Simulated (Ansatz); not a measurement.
# Li in the bcc (W type) structure (space group Im-3m, No. 229)

```yaml
crystal:
  lattice:
    - [-1.71714, 1.71714, 1.71714]
    - [1.71714, -1.71714, 1.71714]
    - [1.71714, 1.71714, -1.71714]
  atoms:
    - { symbol: Li, position: [0.00000, 0.00000, 0.00000] }
```

Method: PBEsol in Ansatz (plane waves to 420 eV, PAW, no spin-orbit coupling). k-mesh 19×19×19 (Γ-centred); smearing 0.05 eV (Fermi–Dirac).

- Volume per atom: 20.25 Å³
- Density: 0.57 g/cm³
- Band gap: zero
- Total energy: -202.997 eV/atom (σ→0; compares only within this code and set-up)

No phonon test of stability was made.

Ansatz is a first-principles code.
